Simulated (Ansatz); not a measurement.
# CdSe in the wurtzite structure (space group P6_3mc, No. 186)

Space group P6₃mc (No. 186); a = b = 4.3019 Å, c = 7.0210 Å, α = β = 90.00°, γ = 120.00°

```csv
atom,site,symmetry,x,y,z
Cd,2b,3m.,0.3333,0.6667,0.0001
Se,2b,3m.,0.3333,0.6667,0.3759
```

Computed with PBEsol (Ansatz, a first-principles code; PAW; 420 eV plane waves; no spin-orbit coupling). k-mesh 9×9×5 (Γ-centred); smearing 0.05 eV (Fermi–Dirac).

| Property | Result |
|---|---|
| Volume per atom | 28.13 Å³ |
| Density | 5.65 g/cm³ |
| Band gap | 0.54 eV, direct at Γ |
| Electron mass | 0.055 mₑ |
| Lowest conduction-band minima above the VBM | Γ 0.54 eV |
| Total energy | -6804.704 eV/atom (σ→0; compares only within this code and set-up) |

Masses are band curvatures over ±0.01 Å⁻¹ around the edge. Whether these cells are dynamically stable was not tested.
